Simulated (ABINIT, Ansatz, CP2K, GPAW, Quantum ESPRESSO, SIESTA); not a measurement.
## Code comparison for CaCd₂As₂ (P-3m1, 5 atoms in the cell)

Self-consistent single point.

```yaml
crystal:
  lattice:
    - [4.41388, 0.00000, 0.00000]
    - [-2.20694, 3.82253, 0.00000]
    - [0.00000, 0.00000, 7.20606]
  atoms:
    - { symbol: Ca, position: [0.00000, 0.00000, 0.00000] }
    - { symbol: Cd, position: [0.33333, 0.66667, 0.63325] }
    - { symbol: Cd, position: [0.66667, 0.33333, 0.36675] }
    - { symbol: As, position: [0.33333, 0.66667, 0.23766] }
    - { symbol: As, position: [0.66667, 0.33333, 0.76234] }
```

All programs got the same cell, k-point mesh and kind of occupations (in Ansatz's words: kpoints.mp_grid.grid = 7 7 4; scf.occupations.method = fermi_dirac; scf.occupations.width = 0.05 eV); potentials, basis and cutoffs are each program's usual ones.

| code | model | pressure (GPa) | largest force (eV/Å) | k-points | cutoff |
|---|---|---|---|---|---|
| ABINIT | LDA (PW92), PAW (JTH v2.0 LDA PAW) | -4.12 | 0.082 | 28 | 544 eV |
| SIESTA | LDA PW92, numerical atomic orbitals DZP, PseudoDojo LDA standard norm-conserving potentials (rewritten from UPF to PSML) | -3.16 | 0.281 | 102 | grid 300 Ry |
| Quantum ESPRESSO | LDA (PZ), GBRV 1.5 ultrasoft (LDA) pseudopotentials | -3.95 | 0.036 | 28 | 40 Ry |
| CP2K | LDA (Pade form), GPW, DZVP-MOLOPT-SR-GTH basis, GTH-PADE potentials (GTH_POTENTIALS) | -3.29 | 0.024 | 99 | grid 500 Ry |
| GPAW | LDA (Perdew-Wang 92), GPAW PAW datasets LDA (gpaw-data 1.0.1) | -4.08 | 0.117 | 28 | 600 eV |
| Ansatz | LDA (PW92), PAW files made with PBE | -4.09 | 0.085 | 28 | default |

The spread over the programs that give each value: pressure within 0.96 GPa; largest force within 0.257 eV/Å.

The starting cell comes from a database of computed structures (which also holds hypothetical and non-ambient phases and stackings), without a prior relaxation at this level. On Ansatz's run: In the base run, with a pressure of about -4 GPa the cell is away from its equilibrium volume at this level. A gap is left out here, as mesh or smearing make it unsure.

Question: Why do the programs differ, and what cannot be compared?

Answer: Differences of this kind can come from the potentials, where these differ, and from what each basis and cutoff leave unconverged. The valence holds different numbers of electrons (ABINIT 64, SIESTA 80, Quantum ESPRESSO 44, CP2K 44, GPAW 44, Ansatz (an electronic-structure program) 80). The zero of total energies and Fermi levels follows the potentials and each program's conventions, so they are not compared here. SIESTA and CP2K use small atom-centred bases, whose incompleteness enters pressures, forces and empty levels differently from a plane-wave cutoff. Ansatz's pressure is given at a fixed set of plane waves, as the other plane-wave codes print theirs. The same LDA comes in different parametrisations, which differ slightly. The programs reduce the same mesh by symmetry to different extents, which changes the work and not the result. In the force vectors, SIESTA (by 0.231) lies more than 0.08 eV/Å from the median of the plane-wave programs.

Left out of this page: FLEUR (with a known weakness of the program).

Keys are those of Ansatz 0.2.
